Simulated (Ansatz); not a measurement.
Ta2O5 (Pmmn, No. 59, 14 atoms in the cell; start mp-1539317), treated with PBEsol (plane waves, PAW; Ansatz, an electronic-structure program).

Input:

Ansatz 0.2 input:
```yaml
crystal:
  lattice:
    - [3.8381532064, 0.0, 0.0]
    - [0.0, 12.9930482289, 0.0]
    - [0.0, 0.0, 3.8693633512]
  atoms:
    - { symbol: Ta, position: [0.0, 0.1461752037, 0.0219212435] }
    - { symbol: Ta, position: [0.0, 0.8538247963, 0.0219212435] }
    - { symbol: Ta, position: [0.5, 0.3538247963, 0.9780787565] }
    - { symbol: Ta, position: [0.5, 0.6461752037, 0.9780787565] }
    - { symbol: O, position: [0.5, 0.1852066165, 0.0020139395] }
    - { symbol: O, position: [0.5, 0.8147933835, 0.0020139395] }
    - { symbol: O, position: [0.0, 0.3147933835, 0.9979860605] }
    - { symbol: O, position: [0.0, 0.6852066165, 0.9979860605] }
    - { symbol: O, position: [0.0, 0.8506829668, 0.5075200142] }
    - { symbol: O, position: [0.0, 0.1493170332, 0.5075200142] }
    - { symbol: O, position: [0.5, 0.6493170332, 0.4924799858] }
    - { symbol: O, position: [0.5, 0.3506829668, 0.4924799858] }
    - { symbol: O, position: [0.5, 0.5, 0.9953137341] }
    - { symbol: O, position: [0.0, 0.0, 0.0046862659] }
basis:
  ecutwfc: 520
  ecutrho_ratio: 4
  xc_grid: 2
kpoints:
  mp_grid: { grid: [10, 4, 10] }
  band_path:
    path:
      - [0.0, 0.0, 0.0]
      - [0.0625, 0.0, 0.0]
      - [0.125, 0.0, 0.0]
      - [0.1875, 0.0, 0.0]
      - [0.25, 0.0, 0.0]
      - [0.3125, 0.0, 0.0]
      - [0.375, 0.0, 0.0]
      - [0.4375, 0.0, 0.0]
      - [0.5, 0.0, 0.0]
      - [0.5, 0.5, 0.0]
      - [0.4375, 0.5, 0.0]
      - [0.375, 0.5, 0.0]
      - [0.3125, 0.5, 0.0]
      - [0.25, 0.5, 0.0]
      - [0.1875, 0.5, 0.0]
      - [0.125, 0.5, 0.0]
      - [0.0625, 0.5, 0.0]
      - [0.0, 0.5, 0.0]
      - [0.0, 0.0, 0.0625]
      - [0.0, 0.0, 0.125]
      - [0.0, 0.0, 0.1875]
      - [0.0, 0.0, 0.25]
      - [0.0, 0.0, 0.3125]
      - [0.0, 0.0, 0.375]
      - [0.0, 0.0, 0.4375]
      - [0.0, 0.0, 0.5]
      - [0.0625, 0.0, 0.5]
      - [0.125, 0.0, 0.5]
      - [0.1875, 0.0, 0.5]
      - [0.25, 0.0, 0.5]
      - [0.3125, 0.0, 0.5]
      - [0.375, 0.0, 0.5]
      - [0.4375, 0.0, 0.5]
      - [0.5, 0.0, 0.5]
      - [0.5, 0.5, 0.5]
      - [0.4375, 0.5, 0.5]
      - [0.375, 0.5, 0.5]
      - [0.3125, 0.5, 0.5]
      - [0.25, 0.5, 0.5]
      - [0.1875, 0.5, 0.5]
      - [0.125, 0.5, 0.5]
      - [0.0625, 0.5, 0.5]
      - [0.0, 0.5, 0.5]
      - [0.5, 0.0, 0.0625]
      - [0.5, 0.0, 0.125]
      - [0.5, 0.0, 0.1875]
      - [0.5, 0.0, 0.25]
      - [0.5, 0.0, 0.3125]
      - [0.5, 0.0, 0.375]
      - [0.5, 0.0, 0.4375]
      - [0.0, 0.5, 0.0625]
      - [0.0, 0.5, 0.125]
      - [0.0, 0.5, 0.1875]
      - [0.0, 0.5, 0.25]
      - [0.0, 0.5, 0.3125]
      - [0.0, 0.5, 0.375]
      - [0.0, 0.5, 0.4375]
      - [0.5, 0.5, 0.0625]
      - [0.5, 0.5, 0.125]
      - [0.5, 0.5, 0.1875]
      - [0.5, 0.5, 0.25]
      - [0.5, 0.5, 0.3125]
      - [0.5, 0.5, 0.375]
      - [0.5, 0.5, 0.4375]
    npoints: 1
hamiltonian:
  xc: pbesol
  dispersion: none
  pseudopotentials: { kind: paw }
scf:
  occupations: { method: fermi_dirac, width: 0.01 }
  convergence: { dr2_threshold: 0.0000000014 }
output:
  forces: true
  stress: true
  eigenvalues: true
  write_bands: true
```

The run printed, among other lines:

```
Crystal: 14 atoms, lattice volume = 192.962 Å³
Basis set: ecut = 520 eV, 5133 PW (Γ), exchange–correlation on 60×200×60 points (8 copies of the dense FFT grid, shifted against one another)
Bands: 70, of which v1, the nominal top of the filled ones, is band 56 counted from 1 (55 counted from 0)
Symmetry: 8 space group operations
Space group: Pmmn (ITA 59), of the structure as read, at distance tolerance 5.8e-5 Å
k-points: 108 of 400
Functional: x = pbesol(κ = 0.804, μ = 0.12345679012345678), c = pbesol(β = 0.046)
SCF iter   1: F=—  HF=-44849.307006 eV  |F-HF|=—  |Δ(HF+E_count)|=         —  Δρ=1.75e-2  dr2=5.14e-1
SCF iter   2: F=—  HF=-44849.196937 eV  |F-HF|=—  |Δ(HF+E_count)|=   1.10e-1  Δρ=4.90e-3  dr2=3.18e-2
  ...
SCF iter  10: F=—  HF=-44849.190494 eV  |F-HF|=—  |Δ(HF+E_count)|=   1.61e-7  Δρ=7.30e-7  dr2=2.46e-9
SCF iter  11: F=-44849.190494 eV  HF=-44849.190494 eV  |F-HF|=1.24e-10  |Δ(HF+E_count)|=   7.52e-9  Δρ=4.63e-7  dr2=3.61e-10
SCF 1 converged in 11 iterations: F = -44849.190494 eV  dr2 = 3.61e-10
SCF converged after 11 iterations
Free energy (F): -44849.190494 eV
Internal energy: -44849.190494 eV  (E = F + TS)
E sigma→0 (E₀):  -44849.190494 eV
Fermi energy:    8.122648 eV
--- Forces (eV/Å), atoms counted from 1 ---
  atom   1  Ta     0.00000000    -0.00293303    -0.00213384
  atom   2  Ta     0.00000000     0.00293303    -0.00213384
  atom   3  Ta     0.00000000     0.00293303     0.00213384
  atom   4  Ta     0.00000000    -0.00293303     0.00213384
  atom   5  O     -0.00000000    -0.00305390     0.00043137
  atom   6  O      0.00000000     0.00305390     0.00043137
  atom   7  O      0.00000000     0.00305390    -0.00043137
  atom   8  O     -0.00000000    -0.00305390    -0.00043137
  atom   9  O      0.00000000    -0.00140562     0.00207602
  atom  10  O      0.00000000     0.00140562     0.00207602
  atom  11  O      0.00000000     0.00140562    -0.00207602
  atom  12  O      0.00000000    -0.00140562    -0.00207602
  atom  13  O      0.00000000     0.00000000     0.00004516
  atom  14  O      0.00000000     0.00000000    -0.00004516
--- Stress (GPa, compression-positive) ---
       -0.001693       0.000000       0.000000
        0.000000      -0.005248       0.000000
        0.000000       0.000000      -0.004418
  P = ⅓ Tr σ = -0.0038 GPa (-0.038 kbar)
```

The PAW data were made under PBE.

Computing time: about 3 core-minutes (a rough figure).

A start named mp-… is a Materials Project structure, which need not be a measured phase.
